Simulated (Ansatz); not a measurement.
## A constructed model of the (111) surface of fcc Pt, a layer of Ni in place of the third plane (bottom of the slab: a bare face, its two planes held)

All values below come from PBE (plane waves to 420 eV, PAW; Ansatz, an electronic-structure program).

Set-up: 6 atoms, 11.3 Å thick at the start; mesh 15x15x1; 0.1 eV smearing; dipole correction on; 2 atoms held, the rest relaxed; held to the start's symmetry, so lower structures may exist; spin-polarised, ending with about 1.3 μB a cell; orders that need a larger cell were not tried, no spin-orbit, no U. In PBE it lies 0.11 eV a 1x1 cell over the lowest computed structure of the same composition (a layer of Ni in place of the second plane).

```
Quantity                                              Result
-----------------------------  -----------------------------
work function of the top face                        5.69 eV
energy released by relaxation                        0.21 eV
magnetic moment of the cell                          1.32 μB
cost                           around 5 core-minutes (rough)
```
